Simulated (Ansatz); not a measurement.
## Surface dipole against coverage: Li on fcc Rh (100)

One Li atom in each cell of a four-layer slab of fcc Rh (100), started at a fourfold hollow site; the adatom and the upper two layers relax, with a dipole correction. Δφ is the change of the top face's work function against the clean slab's 5.07 eV. By the Helmholtz relation an adatom's dipole is μ = |Δφ|/(0.377 eV × n) in debye, for n adatoms per nm². In Topping's model neighbouring dipoles depolarise each other, so that 1/μ = (1 + 9α·n^(3/2))/μ0 is a line in x = n^(3/2). The numbers are results of PBE (plane waves to 420 eV, PAW; Ansatz, an electronic-structure program), not measurements. All cells sample the k points of the 1×1 cell's 12×12×1 mesh, with Fermi-Dirac smearing of 0.1 eV (energies taken to zero smearing), without spin polarisation or spin-orbit coupling.

```csv
cell,x (nm⁻³),1/μ (1/D),n (nm⁻²),Δφ (eV)
4×3,1.22,0.505,1.14,-0.85
3×3,1.86,0.522,1.51,-1.09
4×2,2.22,0.543,1.70,-1.18
3×2,3.42,0.570,2.27,-1.50
2×2,6.30,?,3.41,?
```

Using a straight line, estimate the missing 1/μ at x = 6.30 from the other rows, showing the fit.

With u = x - 2.2, the rows have u = -0.9800, -0.3400, 0.0200, 1.2200. Means: u -0.020000, 1/μ 0.5350. About the means, the sum of products is 0.076680 and the sum of squares of u is 2.5632; the slope is their ratio. Least squares gives 1/μ = 0.5356 + 0.02992·u. Residuals (row less fit): -0.0013, -0.0034, 0.0068, -0.0021; standard error 0.0057 (degrees of freedom: 2). At x = 0 the line gives 1/μ0 = 0.470, so a lone adatom carries about 2.1 D, its positive end outward; slope over intercept is 9α, which puts α at roughly 7.1 Å³, a figure that hangs on Δφ's last digit. At the withheld row, u = 4.1000, so 1/μ = 0.5356 + 0.02992 × 4.1000 = 0.6583 1/D. The calculation gives 0.633 1/D, 0.0253 1/D below the prediction (19.8 % of the range of 1/μ in the table). The row lies outside the fitted rows, so this is an extrapolation.

The model takes a square or triangular net of point dipoles; the 4×2, 3×2 and 4×3 nets are stretched, and dense layers bond among themselves. Chains in 3×1 and 2×1 cells were run too and aren't shown. Only series are tabulated where Δφ keeps its sign and exceeds 0.12 eV, and the fitted rows scatter about the line by under a tenth of the table's range (standard error).

As a change of work function, the prediction is 0.377 × 3.41/0.658 = 1.95 eV in size, against 2.03 eV from the run.

Each row is one calculation, so residuals can be the form's limits or numerical noise.
